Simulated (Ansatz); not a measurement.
# GePd (model structure, started from the TiAs type, P6₃/mmc, No. 194, 8 atoms in the cell)

The numbers are results of PBEsol (plane waves, PAW; Ansatz, a quantum-chemistry and plane-wave program), not measurements.

Run with plane-wave cutoff 500 eV, 12×12×4 k mesh (along the axes of the cell as run), Fermi–Dirac smearing 0.05 eV, scalar-relativistic PAW data made under PBE.

Cell (relaxed at this level):

```yaml
crystal:
  lattice:
    - [2.99012, 0.00000, 0.00000]
    - [-1.49506, 2.58952, 0.00000]
    - [0.00000, 0.00000, 15.86633]
  atoms:
    - { symbol: Pd, position: [0.33333, 0.66667, 0.12853] }
    - { symbol: Pd, position: [0.66667, 0.33333, 0.62853] }
    - { symbol: Pd, position: [0.66667, 0.33333, 0.87147] }
    - { symbol: Pd, position: [0.33333, 0.66667, 0.37147] }
    - { symbol: Ge, position: [0.00000, 0.00000, 0.00000] }
    - { symbol: Ge, position: [0.00000, 0.00000, 0.50000] }
    - { symbol: Ge, position: [0.33333, 0.66667, 0.75000] }
    - { symbol: Ge, position: [0.66667, 0.33333, 0.25000] }
```

For GePd (model structure, started from the TiAs type, P6₃/mmc, No. 194, 8 atoms in the cell), the band gap is zero (no gap).

Note: the relaxation could raise the start's symmetry but not lower it, so the cell can be a saddle point.

Spin–orbit coupling is not included.

Computing time: around 13 core-minutes (rough).

A model structure was made by putting elements into a prototype or built by hand; it is no filed structure, need not be a known phase, and can be a saddle point held by its symmetry.
